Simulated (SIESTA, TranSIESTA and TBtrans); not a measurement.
## Pt chain with one C atom in place of Pt

Device: Pt chain with one C atom in place of Pt. Leads: straight Pt chain, spacing 2.4 Å. Geometry: 3 atoms about the centre moved by SIESTA (PBE, DZP) to a largest force of 0.03 eV/Å, all others as built, motion along the axis alone.

TranSIESTA and TBtrans, PBE, DZP numerical orbitals (energy shift 0.15 eV), PseudoDojo norm-conserving scalar-relativistic potentials, mesh cutoff 200 Ry, 300 K, spin-polarised (collinear), no spin-orbit coupling; self-consistent non-equilibrium Green functions.

| Item | Value |
|---|---|
| Conductance at 300 K (G0 = 2e²/h) | 2.05 |
| Mean T from −0.5 to 0.5 eV | 1.95 |

Energies count from the leads' Fermi level. Transmissions are for each spin. The energy step is 0.01 eV; narrower resonances are cut or missed.

```
E (eV)  T up  T down  lead channels up       down
------  ----  ------  ----------------  ---------
-2.00   2.08    2.08                 3          3
-1.80   1.95    1.95                 3          3
-1.60   1.93    1.93                 4          4
-1.40   2.06    2.06                 4          4
-1.20   1.92    1.92                 4          4
-1.00   1.82    1.83         band edge  band edge
-0.80   2.90    2.91                 6          6
-0.60   1.99    1.99                 6          6
-0.40   2.08    2.08                 6          6
-0.20   2.11    2.11                 4          4
0.00    2.06    2.05                 4          4
0.20    1.93    1.93                 4          4
0.40    1.58    1.58                 3          3
0.60    1.27    1.27                 3          3
0.80    0.97    0.97                 1          1
1.00    0.91    0.91                 1          1
1.20    0.85    0.85                 1          1
1.40    0.79    0.79                 1          1
1.60    0.74    0.74                 1          1
1.80    0.70    0.70                 1          1
2.00    0.67    0.66                 1          1
```

A magnetic start was tried, and the separate lead runs end without a moment. The straight chain is held at its spacing; free chains may zigzag or dimerise. Spin-orbit coupling, left out here, matters for the heavy atoms.
